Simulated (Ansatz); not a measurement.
**TaN (P6/mmm, No. 191, 6 atoms in the cell; start COD 9008975; the formula has other measured phases)**

These are PBEsol (PAW; Ansatz, an electronic-structure program) values and carry that method's errors.

Settings: plane-wave cutoff 520 eV, 12×12×20 k mesh (along the axes of the cell as run), Fermi–Dirac smearing 0.05 eV, scalar-relativistic PAW data made under PBE.

Cell (relaxed at this level):

```yaml
crystal:
  lattice:
    - [5.19970, 0.00000, 0.00000]
    - [-2.59985, 4.50307, 0.00000]
    - [0.00000, 0.00000, 2.90637]
  atoms:
    - { symbol: Ta, position: [0.00000, 0.00000, 0.00000] }
    - { symbol: Ta, position: [0.33333, 0.66667, 0.50000] }
    - { symbol: Ta, position: [0.66667, 0.33333, 0.50000] }
    - { symbol: N, position: [0.50000, 0.00000, 0.00000] }
    - { symbol: N, position: [0.50000, 0.50000, 0.00000] }
    - { symbol: N, position: [0.00000, 0.50000, 0.00000] }
```

| Property | Value |
|---|---|
| band gap | none |
| bulk modulus B0 | 300 GPa |

Note: the relaxation could not lower the start's symmetry, so the cell can be a saddle point above a distorted one; the bulk modulus is −V dP/dV from two relaxed cells at ±2 % in volume.

Spin–orbit coupling is not included; it can open a gap where bands touch, and shift volumes and moduli.

Computing time: about 4 core-minutes (a rough figure).
